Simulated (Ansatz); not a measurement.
The cell is built on a prototype and need not be the phase stable at ambient conditions.

Tunnelling through a barrier is set by its complex band structure: the current falls as exp(−2κd) with the smallest κ.

Given:

```xyz
12
Lattice="5.2683 0.0000 0.0000 0.0000 5.4506 0.0000 0.0000 0.0000 6.4953" Properties=species:S:1:pos:R:3 pbc="T T T"
Te     3.7651     4.9916     1.6238
Te     1.1309     0.4590     4.8715
Te     3.7651     2.2663     4.8715
Te     1.1309     3.1842     1.6238
O      4.6684     3.6549     0.5061
O      2.0342     1.7957     5.9892
O      4.6684     0.9296     5.9892
O      2.0342     4.5210     0.5061
O      0.2277     4.5210     2.7415
O      2.8618     0.9295     3.7538
O      0.2277     1.7957     3.7538
O      2.8618     3.6548     2.7415
```

Space group of this cell: Pbcn. The cell was relaxed by PBE-D3(BJ); by r2SCAN its mean pressure is -2.8 GPa.

Transport runs along the normal of the first two printed cell vectors.

The gap is the functional's own. No spin-orbit coupling. Mid-gap values are interpolated on the energy grid.

**Question.** Predict the band gap and the smallest decay constant κ at mid-gap from r2SCAN run with Ansatz (an electronic-structure program).

**Answer.** Gap 2.72 eV on a 6×6×6 mesh; κ = 0.282 1/Å, at the zone centre.
